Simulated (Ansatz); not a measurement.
The starting structures come from a database of crystals and need not be the phases stable at ambient conditions.

The decay constant κ of evanescent states in the gap governs leakage through a thin film.

Consider the following.

```
Mg2SrSb2
1.0
    4.72855     0.00000     0.00000
   -2.36428     4.09504     0.00000
    0.00000     0.00000     7.84882
Sr Mg Sb
1 2 2
Direct
  0.00000   0.00000   0.00000
  0.66667   0.33333   0.37174
  0.33333   0.66667   0.62826
  0.33333   0.66667   0.25784
  0.66667   0.33333   0.74216
```

Space group of this cell: P-3m1. The cell is taken as given; by PBEsol its mean pressure is -0.9 GPa.

Transport runs along the normal of the first two printed cell vectors, the (001) plane of the conventional cell.

The gap is the functional's own. No spin-orbit coupling. Mid-gap values are interpolated on the energy grid.

Problem. State the band gap and the smallest decay constant κ at mid-gap according to PBEsol (Ansatz, a first-principles code).

Solution. Gap 0.93 eV on a 12×12×4 mesh; κ = 0.088 1/Å, at the zone centre.
